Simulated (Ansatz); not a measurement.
## Smallest direct gap on the k points sampled of Sr₃Sn₂O₇ (Cmcm, No. 63, 24 atoms in the cell; start mp-17743) at several levels of theory

No measured value is used here.

```json
[
 {"level (code)": "LDA (Ansatz)", "value (eV)": "…"},
 {"level (code)": "PBEsol (Ansatz)", "value (eV)": "2.56"},
 {"level (code)": "r²SCAN (Ansatz)", "value (eV)": "3.28"},
 {"level (code)": "HSE06 (Ansatz)", "value (eV)": "4.23"}
]
```

Problem. Some entries are withheld; supply them.

Solution. 
- LDA (Ansatz, a first-principles code), value (eV): 2.50

At these levels the smallest gap is indirect and lower: LDA 2.40, PBEsol 2.45, r²SCAN 3.15, HSE06 4.10 eV. Computed values are for a static lattice. Levels without +SOC have no spin–orbit coupling; where heavier elements are present it shifts gaps, mostly down, and can invert bands.  Values are at the PBEsol cell. Cutoffs and k meshes differ between the levels. Ansatz's density-functional and Hartree–Fock values are scalar-relativistic unless marked +SOC, with PAW data made under PBE.

A start named mp-… is a Materials Project structure, which need not be a measured phase.
